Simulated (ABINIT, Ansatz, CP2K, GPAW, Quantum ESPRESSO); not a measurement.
## Code comparison for Ge (Fd-3m, 2 atoms in the cell)

Self-consistent single point.

```yaml
crystal:
  lattice:
    - [0.00000, 2.85445, 2.85445]
    - [2.85445, 0.00000, 2.85445]
    - [2.85445, 2.85445, 0.00000]
  atoms:
    - { symbol: Ge, position: [0.50000, 0.50000, 0.50000] }
    - { symbol: Ge, position: [0.75000, 0.75000, 0.75000] }
```

All programs got the same cell, k-point mesh and kind of occupations (in Ansatz's words: kpoints.mp_grid.grid = 13 13 13; scf.occupations.method = fermi_dirac; scf.occupations.width = 0.05 eV); potentials, basis and cutoffs are each program's usual ones.

```json
[
 {"code": "GPAW", "model": "PBE, GPAW PAW datasets PBE (gpaw-data 1.0.1)", "pressure (GPa)": "1.95", "k-points": "84", "cutoff": "550 eV"},
 {"code": "Quantum ESPRESSO", "model": "PBE, PSlibrary PAW (PBE) pseudopotentials", "pressure (GPa)": "2.03", "k-points": "84", "cutoff": "30 Ry"},
 {"code": "ABINIT", "model": "PBE, PAW (JTH v2.0 PBE PAW)", "pressure (GPa)": "1.13", "k-points": "84", "cutoff": "21 Ha"},
 {"code": "CP2K", "model": "PBE, GPW, DZVP-MOLOPT-SR-GTH basis, GTH-PBE potentials (GTH_POTENTIALS)", "pressure (GPa)": "2.45", "k-points": "1099", "cutoff": "grid 400 Ry"},
 {"code": "Ansatz", "model": "PBE, PAW files", "pressure (GPa)": "1.72", "k-points": "84", "cutoff": "420 eV"}
]
```

The spread over the programs that give each value: pressure within 1.32 GPa.

The starting cell comes from a database of computed structures (which also holds hypothetical and non-ambient phases and stackings), without a prior relaxation at this level. Its lattice was rescaled by a random factor within 2.5 % of one.

Task: Why do the programs differ, and what cannot be compared?

Result: Differences of this kind can come from the potentials, where these differ, and from what each basis and cutoff leave unconverged. The valence holds different numbers of electrons (GPAW 8, Quantum ESPRESSO 8, ABINIT 28, CP2K 8, Ansatz (a quantum-chemistry and plane-wave program) 28). The zero of total energies and Fermi levels follows the potentials and each program's conventions, so they are not compared here. CP2K uses small atom-centred bases, whose incompleteness enters pressures, forces and empty levels differently from a plane-wave cutoff. Ansatz's pressure is given at a fixed set of plane waves, as the other plane-wave codes print theirs. The programs reduce the same mesh by symmetry to different extents, which changes the work and not the result.

Left out of this page: Elk and FLEUR (not drawn, or without a comparable value); SIESTA (unsound by tests on forces, stress, charge or solver warnings).

Keys are those of Ansatz 0.2.
